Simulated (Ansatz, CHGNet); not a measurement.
**Lattice parameter a of white tin (β-Sn): levels of theory against measurement**

Reference value: 5.831 Å (measured, 293 K, not corrected to a static lattice; as tabulated in Wikipedia's data pages).

| level (code) | value (Å) | difference (%) |
|---|---|---|
| CHGNet 0.3.0 | 6.104 | +4.68 |
| LDA (Ansatz) | 5.787 | -0.75 |
| PBE (Ansatz) | 5.946 | +1.97 |
| PBEsol (Ansatz) | 5.839 | +0.14 |
| PBE-D3(BJ) (Ansatz) | 5.862 | +0.53 |
| r²SCAN (Ansatz) | 5.885 | +0.93 |
| r²SCAN+SOC (Ansatz) | 5.884 | +0.91 |
| PBE0 (Ansatz) | 5.873 | +0.72 |
| Hartree–Fock (Ansatz) | 5.965 | +2.30 |

The reference is not for a static lattice or low temperature, so close values are not ranked against it. Off by more than 1.25 %, or 1.75 % on the side where a correction would as a rule narrow the miss (bounds picked here): CHGNet 0.3.0 (+4.68 %), Hartree–Fock (+2.30 %), PBE (+1.97 %).

The measured value isn't corrected to a static lattice, so vibrations enter the comparison.  Cutoffs and k meshes differ between the levels. Ansatz's density-functional and Hartree–Fock values are scalar-relativistic unless marked +SOC, with PAW data made under PBE.

Machine-learned potentials (CHGNet 0.3.0) are trained on DFT data: a solid inside that data is no test of them.

Differences are worked out from the printed values.

Ansatz is a first-principles code.
